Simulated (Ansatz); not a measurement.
Take BeTe in the zinc blende structure (space group F-43m, No. 216; a = 5.6046 Å) as the base. Axes: x, y, z lie along the cube axes.

Perturbation: a pure shear with ε_yz = ε_zy = -0.0197, atoms relaxed at fixed cell.

Levels (all Ansatz, an electronic-structure program, PAW, earlier PAW set): PBEsol (420 eV, without spin-orbit coupling); PBEsol+SOC (420 eV, with spin-orbit coupling).

The geometry is relaxed with PBEsol.

PBEsol band gap: 1.58 eV
PBEsol valence-band top at Γ: 0.00, -0.19, -0.33 eV
PBEsol width of the top valence band: 3.47 eV

With PBEsol+SOC at the same geometry, the band gap shrinks by 0.234 eV, from 1.58 eV to 1.34 eV; the valence-band top at Γ (three highest Kramers pairs, from the VBM) goes from 0.00, -0.19, -0.33 eV to 0.00, -0.20, -1.08 eV; the width of the top valence band grows by 0.16 eV, from 3.47 eV to 3.63 eV.

Single points use the geometry relaxed with PBEsol. The spin-orbit shifts are approximate. Spin-orbit coupling, missing from the scalar runs, can matter with Te. The cells carry an imposed strain or load. Stability against distortions was not tested.
